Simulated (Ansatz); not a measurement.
Consider the following.

End structure of the (100) surface of fcc Ir in its 1x1 cell (the real clean face reconstructs), outermost plane spacing 1.94 Å in the ideal cut:

```
CELL_PARAMETERS angstrom
      2.73720     0.00000     0.00000
      0.00000     2.73720     0.00000
      0.00000     0.00000    26.00000
ATOMIC_POSITIONS crystal
  Ir 0.50000 0.50000 0.31740
  Ir 0.00000 0.00000 0.38777
  Ir 0.50000 0.50000 0.46274
  Ir 0.00000 0.00000 0.53726
  Ir 0.50000 0.50000 0.61223
  Ir 0.00000 0.00000 0.68260
```

Slab: 6 atoms, 9.7 Å thick at the start (thin: gaps and levels are the slab's own); k 14x14x1, smearing 0.1 eV, dipole-corrected; all atoms relaxed; start symmetry kept, larger cells not searched; no spin, no spin-orbit, no U.

Q: Estimate the surface energy (mean of both faces) that PBE (Ansatz, a program for electronic structure) returns for this input.

A: 2.84 J/m^2

Q: What work function of the top face does PBE give?

A: 5.55 eV
